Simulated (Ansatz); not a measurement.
## Pressure series in SrHfO3

Consider SrHfO₃ (space group I4/mcm, No. 140; a = 5.7143 Å, c = 8.2713 Å; a cell from a computed database, its experimental status unchecked).

Cell and atoms are relaxed at each pressure.

Calculations: Ansatz (an electronic-structure program) PBEsol, spin-orbit coupling left out.

| pressure (GPa) | volume per atom (Å³/atom) |
|---|---|
| -2 | 13.679 |
| -1 | 13.590 |
| 0 | 13.504 |
| 0.7 | 13.447 |
| 1.5 | 13.380 |
| 3 | 13.260 |
| 5 | ? |
| 7.5 | 12.932 |
| 10 | 12.766 |

Question: Fit the third-order Birch–Murnaghan form P(V) = (3B₀/2)[(V₀/V)^(7/3) − (V₀/V)^(5/3)]·[1 + (3/4)(B₀′ − 4)((V₀/V)^(2/3) − 1)] (squares taken in P) to the rows shown and predict the withheld row.

Answer: Least squares on the printed values gives V₀ = 13.504 Å³/atom, B₀ = 159 GPa, B₀′ = 3.9; this predicts 13.110 Å³/atom, and the run gives 13.110 Å³/atom, in agreement.

Load acts through the strain it causes; cell and atoms are relaxed under it. Stability against distortions was not tested. Competing high-pressure phases were not computed.
